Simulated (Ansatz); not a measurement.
Input and output of a self-consistent single point for LaBi3 (P4mm, 4 atoms in the cell) (Ansatz, an electronic-structure program).

Method of the run: PBEsol, default PAW files made with PBE (plane waves; Ansatz).

```yaml
crystal:
  lattice:
    - [4.99672, 0.00000, 0.00000]
    - [0.00000, 4.99672, 0.00000]
    - [0.00000, 0.00000, 4.99672]
  atoms:
    - { symbol: La, position: [0.00000, 0.00000, 0.01001] }
    - { symbol: Bi, position: [0.50000, 0.00000, 0.50000] }
    - { symbol: Bi, position: [0.00000, 0.50000, 0.50000] }
    - { symbol: Bi, position: [0.50000, 0.50000, 0.00000] }
```

Reference input (self-consistent single point, DFT, PBEsol, plane waves, default PAW files made with PBE): basis.ecutwfc = 30.9 Ry; kpoints.mp_grid.grid = 7 7 7; hamiltonian.xc = pbesol; hamiltonian.pseudopotentials = {kind: paw} (the program's default PAW files); scf.occupations.method = gaussian; scf.occupations.width = 0.0073 Ry. This run's input differs from it in these lines:

Ansatz 0.2 input:
```diff
@@ -14,3 +14,3 @@
 kpoints:
-  mp_grid: { grid: [7, 7, 7] }
+  mp_grid: { grid: [11, 11, 11] }
 hamiltonian:
@@ -19,3 +19,3 @@
 scf:
-  occupations: { method: gaussian, width: 0.0073 Ry }
+  occupations: { method: gaussian, width: 0.0015 Ry }
 output:
```

Log, with long lists cut:

```
SCF iter   1: F=—  HF=-42889.693675 eV  |F-HF|=—  |Δ(HF+E_count)|=         —  Δρ=2.20e-3  dr2=5.61e-3  ethr=1.77e-3  ⟨swp⟩=6.5  Hψ=18708  notcnv=0
all-band conjugate gradients solve this SCF's bands
preconditioner: auto → Kerker (q_TF=auto, 2.387 Å⁻¹)
SCF iter   2: F=—  HF=-42889.692696 eV  |F-HF|=—  |Δ(HF+E_count)|=   9.78e-4  Δρ=1.19e-3  dr2=1.62e-3  ethr=1.00e-5  ⟨swp⟩=3.1  Hψ=9792  notcnv=0  defer=158
SCF iter   3: F=—  HF=-42889.692829 eV  |F-HF|=—  |Δ(HF+E_count)|=   1.33e-4  Δρ=2.87e-4  dr2=1.46e-4  ethr=2.90e-6  ⟨swp⟩=2.4  Hψ=6593  notcnv=0  defer=158
SCF iter   4: F=—  HF=-42889.692834 eV  |F-HF|=—  |Δ(HF+E_count)|=   4.20e-6  Δρ=6.90e-5  dr2=8.02e-6  ethr=2.61e-7  ⟨swp⟩=2.5  Hψ=6670  notcnv=0  defer=158
SCF iter   5: F=—  HF=-42889.692816 eV  |F-HF|=—  |Δ(HF+E_count)|=   1.77e-5  Δρ=1.39e-5  dr2=3.96e-7  ethr=1.43e-8  ⟨swp⟩=2.2  Hψ=7499  notcnv=0  defer=158
SCF iter   6: F=-42889.692816 eV  HF=-42889.692816 eV  |F-HF|=1.49e-8  |Δ(HF+E_count)|=   4.52e-9  Δρ=4.14e-6  dr2=3.84e-8  ethr=1.79e-10  ⟨swp⟩=10.5  Hψ=22229  notcnv=0
SCF 1 converged in 6 iterations: F = -42889.692816 eV  dr2 = 3.84e-8
Free energy (F): -42889.692816 eV
Internal energy: -42889.692007 eV  (E = F + TS)
E sigma→0 (E₀):  -42889.692412 eV
Entropy (-TS):   -0.000809 eV (-0.202 meV/atom)
Fermi energy:    12.076467 eV
--- Forces (eV/Å), atoms counted from 1 ---
  atom   1  La     0.00000000     0.00000000    -0.16068228
  atom   2  Bi    -0.00000000     0.00000000     0.07254590
  atom   3  Bi     0.00000000     0.00000000     0.07254590
  atom   4  Bi    -0.00000000     0.00000000     0.01556977
--- Stress (GPa, compression-positive) ---
       -1.965599       0.000000       0.000000
        0.000000      -1.965599       0.000000
        0.000000       0.000000      -1.970896
  P = ⅓ Tr σ = -1.9674 GPa (-19.674 kbar)
  The stress holds the Pulay correction. Without it, at fixed plane waves, as pw.x and ABINIT print it: P = -1.9889 GPa
```

The run converged in 6 iterations. Against the reference run the free energy goes up by 11.1 meV/atom, the pressure moves little (-1.99 to -1.97 GPa) and the largest force goes from 0.167 to 0.161 eV/Å.

The starting cell comes from a database of computed structures (which also holds hypothetical and non-ambient phases and stackings), without a prior relaxation at this level. Its lattice was rescaled by up to half a per cent. One atom was moved a little off its site on purpose. Ansatz's pressure includes its estimate of the finite-basis (Pulay) stress.
